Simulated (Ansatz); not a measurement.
The parent structure is SiS2 (space group Ibam, No. 72; a = 6.366 Å, b = 11.127 Å, c = 5.593 Å; made of chains).

The values are results of PBE (Ansatz, an electronic-structure program, PAW, without spin-orbit coupling), not measurements.

Before the change:

The smallest direct gap is 3.42 eV and the band gap comes out as 3.10 eV. The pressure is 0.00 GPa.

Perturbation: every lattice vector is stretched by 5.36 %; the atoms relax in the strained cell.

Task: What happens to the energy relative to the base?

Result: The energy goes up by 29 meV/atom.

Task: Predict the new largest internal atomic displacement.

Result: The largest internal atomic displacement comes out as 0.120 Å.

Task: Estimate the effect on the smallest direct gap.

Result: The smallest direct gap rises by 0.08 eV to 3.50 eV.

Task: Predict the new band gap.

Result: The band gap rises by 0.098 eV (3.10 eV → 3.19 eV).

Task: What does the calculation give for the pressure after the change?

Result: The pressure (mean of the normal stresses, compression positive) goes from zero to -1.55 GPa.

No phonon test of stability was made. No dispersion term is included, though the crystal is made of layers, chains or molecules, so its spacings can come out too wide.
